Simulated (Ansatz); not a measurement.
The reference is GaN (space group P4_2/mnm, No. 136; a = 5.535 Å, c = 3.214 Å; a hypothetical phase, not in the database extracts checked).

(Cell as relaxed with PBE.)

Levels (all Ansatz, a first-principles code, PAW): PBE (420 eV, without spin-orbit coupling); PBEsol (420 eV, no SOC).

Each level relaxes its own structure.

| base | PBE | PBEsol |
|---|---|---|
| volume per atom | 12.31 Å³ | 11.91 Å³ |
| lattice parameter a | 553.5 pm | 547.0 pm |
| band gap | 1.73 eV | 1.87 eV |

The change: cell and atoms relaxed at a pressure of 0.7 GPa.

```json
[
 {"quantity": "shift of the gap caused by the change", "PBE": "+0.03 eV", "PBEsol": "+0.02 eV"},
 {"quantity": "electron mass", "PBE": "0.16 mₑ (at Γ)", "PBEsol": "0.18 mₑ (at Γ)"},
 {"quantity": "band gap", "PBE": "1.75 eV", "PBEsol": "1.90 eV"},
 {"quantity": "shortest interatomic distance", "PBE": "193.5 pm", "PBEsol": "191.4 pm"},
 {"quantity": "smallest direct gap", "PBE": "1.76 eV", "PBEsol": "1.90 eV"}
]
```

PBE's band gap lies 0.143 eV below PBEsol's; PBE's shortest interatomic distance lies 2.1 pm above PBEsol's (1.1 %); PBE's smallest direct gap lies 0.14 eV below PBEsol's. Neither level is exact; PBEsol is the comparison here, not a measurement.

Load acts through the strain it causes; cell and atoms are relaxed under it. Effective masses come from finite differences of ±0.01 Å⁻¹. Whether these cells are dynamically stable was not tested.
